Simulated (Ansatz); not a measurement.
Results of LC-ωPBE (Ansatz, a quantum-chemistry and plane-wave program, plane waves, PAW) for antifluorite Be2C.

Settings: plane-wave cutoff 520 eV, 10×10×10 k mesh, finite displacements, scalar-relativistic PAW data made under PBE.

Computed at the level's own relaxed cell.

```cif
data_CBe2
_chemical_formula_sum 'Be2 C1'
_space_group_name_H-M_alt 'P 1'
_space_group_IT_number 1
_cell_length_a 3.03308
_cell_length_b 3.03308
_cell_length_c 3.03308
_cell_angle_alpha 60.000
_cell_angle_beta 60.000
_cell_angle_gamma 60.000
loop_
_space_group_symop_operation_xyz
  'x, y, z'
loop_
_atom_site_label
_atom_site_type_symbol
_atom_site_fract_x
_atom_site_fract_y
_atom_site_fract_z
_atom_site_occupancy
Be1 Be 0.25000 0.25000 0.25000 1
Be2 Be 0.75000 0.75000 0.75000 1
C1 C 0.00000 0.00000 0.00000 1
```

Harmonic phonon frequencies (cm⁻¹; i marks an imaginary mode; at Γ without the LO shift):

| q point | frequencies |
|---|---|
| Γ | 0 0 0 692 692 692 750 750 750 |
| X | 441 441 446 654 654 771 771 842 1015 |
| L | 446 446 650 650 660 717 717 845 861 |

No imaginary mode appears at these points.
